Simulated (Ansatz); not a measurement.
C11b MoSi2, treated with PBE (Ansatz, a quantum-chemistry and plane-wave program, plane waves, PAW).

Numerical settings: plane-wave cutoff 520 eV, 28×28×28 k mesh, Fermi–Dirac smearing 0.037 eV (set by the program), no spin polarisation, scalar-relativistic PAW data made under PBE.

Computed at the level's own relaxed cell.

Hill averages of the elastic tensor: K = 204.6 GPa, G = 180.1 GPa. Volume 13.579 Å³/atom, mean atomic mass 50.704 u.

Problem. Work out the density, the sound velocities of a polycrystal and the elastic Debye temperature, and Pugh's ratio at this level.

Solution. ρ = 1.66054 × 50.704/13.579 = 6.200 g/cm³. v_l = √[(K + 4G/3)/ρ] = 8.469 km/s and v_t = √(G/ρ) = 5.390 km/s. The mean follows from 3/v_m³ = 1/v_l³ + 2/v_t³: v_m = 5.926 km/s. Θ_D = (ħ/k_B) v_m (6π²/V)^(1/3) = 76.38 K Å s/km × 5.926 × 1.6338 Å⁻¹ = 740 K, counting all atoms of the cell. K/G = 1.14, to be set beside Pugh's rough bound of 1.75 between brittle and ductile metals.
